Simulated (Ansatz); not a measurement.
An Ansatz (a first-principles code) input (PBE, PAW, 420 eV (Ansatz; no SOC)):

Ansatz 0.2 input:
```yaml
crystal:
  lattice:
    - [1.3577868859, -3.485808851, 0]
    - [1.3577868859, 3.485808851, 0]
    - [0, 0, 3.1040688002]
  atoms:
    - { symbol: Zr, position: [0, 0, 0.5] }
    - { symbol: C, position: [0.3001362844, 0.6998637156, 0] }
    - { symbol: C, position: [0.6998637156, 0.3001362844, 0] }
basis: { ecutwfc: 420, ecutrho_ratio: 4, xc_grid: 2, fft_grid_basis: typed }
kpoints: { mp_grid: { grid: [15, 15, 12] } }
hamiltonian:
  xc: pbe
  dispersion: none
  pseudopotentials: { kind: paw }
scf: { occupations: { method: fermi_dirac, width: 0.05 }, convergence: { dr2_threshold: 0.0000000003 } }
output: { forces: true, stress: true }
checkpoint: { write: state.ck, write_every: 1000 }
```

Which symmetry and how many k-points will the program report, and about how many plane waves at Γ?

Space group Cmmm (ITA 65) with 8 operations, k-points 448 of 2700, and 573 plane waves at Γ.

Whether these cells are dynamically stable was not tested. The final runs are not spin-polarised. The cell was made from ZrO2 by this change: O → C; the result is a hypothetical phase, not in the database extracts checked.
